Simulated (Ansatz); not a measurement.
## Effect of biaxial strain −1.25 %, plane normal [111], relaxed out of plane on Mo

Take Mo in the bcc (W type) structure (space group Im-3m, No. 229; a = 3.130 Å; relaxed with 0.1 eV smearing) as the base. Axes: x, y, z lie along the cube axes.

Now apply this change: compressive biaxial strain of 1.25 % in the plane normal to [111], as in epitaxy on a mismatched substrate; the out-of-plane cell vector and the atoms relax.

Method: PBEsol/PAW in Ansatz (an electronic-structure program), without spin-orbit coupling. Γ-centred 29×29×29 mesh, Fermi–Dirac width 0.1 eV.

```json
[
 {"quantity": "volume per atom", "base": "15.33 Å³", "changed": "15.15 Å³", "shift": "-0.186 Å³"},
 {"quantity": "space group", "base": "Im-3m (No. 229)", "changed": "R-3m (No. 166)", "shift": "–"},
 {"quantity": "shortest interatomic distance", "base": "2.711 Å", "changed": "2.685 Å", "shift": "-0.026 Å"},
 {"quantity": "energy relative to the base (free energy F)", "base": "0 meV/atom", "changed": "+6.4 meV/atom", "shift": "+6.4 meV/atom"},
 {"quantity": "pressure (mean of the normal stresses, compression positive)", "base": "0.0 GPa", "changed": "3.6 GPa", "shift": "+3.6 GPa"},
 {"quantity": "band gap", "base": "zero", "changed": "zero", "shift": "–"},
 {"quantity": "out-of-plane strain", "base": "–", "changed": "+1.30 %", "shift": "–"},
 {"quantity": "ratio −ε⊥/ε∥", "base": "–", "changed": "1.04", "shift": "–"},
 {"quantity": "mean in-plane stress (compression positive)", "base": "–", "changed": "+5.4 GPa", "shift": "–"}
]
```

Final structure (turned so that z lies along the plane normal):

```yaml
crystal:
  lattice:
    - [4.37111, 0.00000, 0.00000]
    - [2.18555, 3.78549, 0.00000]
    - [2.18555, -1.26183, 0.91533]
  atoms:
    - { symbol: Mo, position: [0.00000, 0.00000, 0.00000] }
```

No phonon test of stability was made. All final runs are without spin polarisation.
